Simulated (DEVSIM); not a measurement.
System: Cr/Si3N4/n-Si capacitor, at 250 K.

```tsv
layer (left to right)	material	thickness (nm)	Nd (cm⁻³)
1	Si3N4	2.50	-
2	Si	5000	1.3e15
```

Metal gate on the left, work function 4.5 eV. Fixed charge at the semiconductor interface 1.2e11 cm⁻² (in units of +e); no interface traps.

This is a model device: material constants are rounded textbook-type values typed into the input, and sizes, dopings and lifetimes were drawn at random. Values at 300 K; Nc and Nv go as T^1.5, mobilities as T to minus their exponent, the gap by Varshni's rule with the affinity fixed.

| parameter | Si3N4 | Si |
|---|---|---|
| gap (eV) | 5.1 | 1.124 |
| affinity (eV) | 2.1 | 4.05 |
| permittivity | 7.5 | 11.7 |
| Nc (cm⁻³) | - | 2.86e19 |
| Nv (cm⁻³) | - | 3.1e19 |
| Varshni α (eV/K) | - | 0.000473 |
| Varshni β (K) | - | 636 |

Simulated with DEVSIM: 1D Poisson equation in equilibrium, Boltzmann statistics, complete ionisation; no quantum confinement or tunnelling. Metal contacts follow the ideal Schottky-Mott rule: no Fermi-level pinning, no interface dipoles.

### Question
Give the band bending (positive: bands bend down) and minority sheet density.

### Answer

```json
[
 {"Vg (V)": "-0.8", "ψs (V)": "-0.915", "minority carriers (cm⁻²)": "1.9e12"},
 {"Vg (V)": "-0.5", "ψs (V)": "-0.727", "minority carriers (cm⁻²)": "2.8e9"},
 {"Vg (V)": "-0.2", "ψs (V)": "-0.428", "minority carriers (cm⁻²)": "< 1e8"},
 {"Vg (V)": "0.1", "ψs (V)": "-0.131", "minority carriers (cm⁻²)": "< 1e8"},
 {"Vg (V)": "0.4", "ψs (V)": "0.138", "minority carriers (cm⁻²)": "< 1e8"}
]
```
